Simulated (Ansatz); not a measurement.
# W under a change: uniaxial strain ε_zz = −0.50 %

Take W in the bcc (W type) structure (space group Im-3m, No. 229; a = 3.154 Å; relaxed with 0.1 eV smearing) as the base. Axes: x, y, z lie along the cube axes.

Modification: uniaxial strain ε_zz = −0.50 %, all other strain components held at zero, atoms relaxed at fixed cell.

Computed with PBEsol/PAW in Ansatz (a program for electronic structure), scalar-relativistic without spin-orbit coupling. Γ-centred 29×29×29 mesh, Fermi–Dirac width 0.1 eV.

The volume per atom drops by 0.08 Å³, from 15.69 Å³ to 15.61 Å³ and the space group becomes I4/mmm (No. 139) (base: Im-3m (No. 229)). The energy rises by 0.7 meV/atom and the band gap stays zero. The stress (xx, yy, zz, yz, xz, xy; compression positive) comes out as (1.1, 1.1, 2.8, 0.0, 0.0, 0.0) GPa.

Cost of the whole job for the changed cell (relaxation, final SCF and bands): about 40 core-seconds (a rough figure).

Whether these cells are dynamically stable was not tested. All final runs are without spin polarisation.
